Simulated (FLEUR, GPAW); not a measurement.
A GPAW input for a self-consistent single point of Yb (Fm-3m, 1 atom in the cell) (DFT PBE, plane waves, GPAW PAW datasets PBE (gpaw-data 1.0.1)):

```python
from ase import Atoms
from ase.units import GPa
from gpaw import GPAW

atoms = Atoms(['Yb'],
              cell=[[0.000000, 2.751871, 2.751871],
                    [2.751871, 0.000000, 2.751871],
                    [2.751871, 2.751871, 0.000000]],
              positions=[[0.000000, 0.000000, 0.000000]],
              pbc=True)

calc = GPAW(mode={'name': 'pw', 'ecut': 850},
            xc='PBE',
            kpts=(7, 7, 7),
            occupations={'name': 'fermi-dirac', 'width': 0.1},
            nbands=-7,
            convergence={'density': 1e-05},
            symmetry={'symmorphic': False, 'tolerance': 0.0005},
            maxiter=150)

atoms.calc = calc

energy = atoms.get_potential_energy()
print('Energy (eV):', round(energy, 6))
forces = atoms.get_forces()
print('Forces (eV/Ang):')
print(forces.round(5))
stress = atoms.get_stress()
print('Stress (GPa, Voigt):', (stress / GPa).round(4))
```

Q: Translate this input to FLEUR.

A: One input that does it (others would too):

Input of the input generator:

```
Yb
&input film=f /
0.0000000000 5.2002825203 5.2002825203
5.2002825203 0.0000000000 5.2002825203
5.2002825203 5.2002825203 0.0000000000
1.0
1.0 1.0 1.0

1
70 0.0000000000 0.0000000000 0.0000000000

&comp jspins=1 /
&kpt div1=7 div2=7 div3=7 /
&end /
```

```xml
<?xml version="1.0" encoding="UTF-8" standalone="no"?>
<fleurInput fleurInputVersion="0.39">
   <comment>
      Yb                                                                                                  
   </comment>
   <calculationSetup>
      <cutoffs Kmax="3.8" Gmax="15.2" GmaxXC="15.2" numbands="0"/>
      <scfLoop itmax="60" minDistance="0.00001" maxIterBroyd="25" imix="Anderson" alpha="0.05" precondParam="0.0" spinf="2.0"/>
      <coreElectrons ctail="T" frcor="F" kcrel="0" coretail_lmax="0"/>
      <xcFunctional name="pbe" relativisticCorrections="F"/>
      <magnetism jspins="1"/>
      <soc l_soc="F" theta="0.0" phi="0.0" spav="F"/>
      <expertModes spex="0" secvar="F"/>
      <geometryOptimization l_f="T" forcealpha="1.0" forcemix="BFGS" epsdisp="0.00001" epsforce="0.00001"/>
      <ldaU l_linMix="F" mixParam="0.05" spinf="1.0"/>
   </calculationSetup>
   <cell>
      <bzIntegration valenceElectrons="24.0" mode="hist" fermiSmearingEnergy="0.00367493">
         <kPointListSelection listName="default-1"/>
         <!-- k-points included here -->
         <xi:include xmlns:xi="http://www.w3.org/2001/XInclude" href="kpts.xml"> </xi:include>
      </bzIntegration>
      <!-- symmetry operations included here -->
      <xi:include xmlns:xi="http://www.w3.org/2001/XInclude" href="sym.xml"> </xi:include>
      <bulkLattice scale="1.0">
         <bravaisMatrix>
            <row-1>    0.0000000000000000     5.2002825203000000     5.2002825203000000</row-1>
            <row-2>    5.2002825203000000     0.0000000000000000     5.2002825203000000</row-2>
            <row-3>    5.2002825203000000     5.2002825203000000     0.0000000000000000</row-3>
         </bravaisMatrix>
      </bulkLattice>
   </cell>
   <atomSpecies>
      <species name="Ytterbium (Yb)" element="Yb" atomicNumber="70">
         <mtSphere radius="2.68" gridPoints="925" logIncrement="0.014"/>
         <atomicCutoffs lmax="10" lnonsphr="8"/>
         <electronConfig flipSpins="F">
            <coreConfig>(1s1/2) (2s1/2) (2p1/2) (2p3/2) (3s1/2) (3p1/2) (3p3/2) (4s1/2) (3d3/2) (3d5/2) (4p1/2) (4p3/2) (4d3/2) (4d5/2)</coreConfig>
            <valenceConfig>(5s1/2) (5p1/2) (5p3/2) (6s1/2) (4f5/2) (4f7/2)</valenceConfig>
         </electronConfig>
         <energyParameters s="6" p="6" d="5" f="4"/>
         <lo type="SCLO" l="0" n="5" eDeriv="0"/>
         <lo type="SCLO" l="1" n="5" eDeriv="0"/>
      </species>
   </atomSpecies>
   <atomGroups>
      <atomGroup species="Ytterbium (Yb)">
         <relPos label="                   1">.0000000000 .0000000000 .0000000000</relPos>
         <force calculate="T" relaxXYZ="TTT"/>
      </atomGroup>
   </atomGroups>
   <output dos="F" band="F" slice="F">
      <checks vchk="F" cdinf="F"/>
      <bandDOS minEnergy="-.5*Htr" maxEnergy="0.5*Htr" sigma="0.015" storeEVData="T"/>
      <vacuumDOS vacdos="F" integ="F" star="F" nstars="0" locx1="0.0" locy1="0.0" locx2="0.0" locy2="0.0" nstm="0" tworkf="0.0"/>
      <unfoldingBand unfoldBand="F" supercellX="1" supercellY="1" supercellZ="1"/>
      <plotting iplot="0" polar="F">
         <plot TwoD="T" vec1="  1.0  0.0  0.0" vec2="  0.0  1.0  0.0" vec3="  0.0  0.0  1.0" zero="  0.0  0.0  0.0" file="plot"/>
      </plotting>
      <chargeDensitySlicing numkpt="0" minEigenval="0.0" maxEigenval="0.0" nnne="0" pallst="F"/>
      <specialOutput eonly="F"/>
      <magneticCircularDichroism mcd="F" energyLo="-10.0" energyUp="0.0"/>
   </output>
  <!-- We include the file relax.xml here to enable relaxations (see documentation) -->
  <xi:include xmlns:xi="http://www.w3.org/2001/XInclude" href="relax.xml"> <xi:fallback/> </xi:include>
</fleurInput>
```

Basis settings and potentials, where a program has them, do not carry over. This input uses DFT, PBE, all-electron FLAPW (FLEUR), scalar-relativistic valence.

The starting cell comes from a database of computed structures (which also holds hypothetical and non-ambient phases and stackings), without a prior relaxation at this level. Its lattice was rescaled by a random factor within 2.5 % of one.
